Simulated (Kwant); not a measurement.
GaAs/Al0.3Ga0.7As stack with 1 barrier

System: GaAs/Al0.3Ga0.7As stack with 1 barrier. One parabolic valley. Leads of mass 0.067 mₑ with the band edge at 0; grid 0.1 nm; bias swept from 0.0096 to 0.44756 V, dropping linearly over the stack. Emitter Fermi level 0.032 eV, 300 K, equal in the collector.

| layer | thickness (nm) | band offset (eV) | mass (mₑ) |
|---|---|---|---|
| 1 | 5.4 | 0.24 | 0.092 |

Constants are typed, rounded textbook-type inputs, not results; the design itself was drawn at random and stands for no fabricated device.

Computed with Kwant: one-band effective-mass tight-binding model in one dimension, coherent, no space charge, current by the Tsu-Esaki formula.

```csv
bias (V),J (A/cm²)
0.009600,855
0.02582,2250
0.04204,3560
0.05826,4830
0.07448,6110
0.09070,7450
0.1069,8910
0.1231,10500
0.1394,12400
0.1556,14500
0.1718,17000
0.1880,19900
0.2042,23300
0.2205,27200
0.2367,31700
0.2529,37100
0.2691,43300
0.2853,50600
0.3016,59100
0.3178,69000
0.3340,80400
0.3502,93500
0.3665,109000
0.3827,126000
0.3989,145000
0.4151,167000
0.4313,192000
0.4476,218000
```
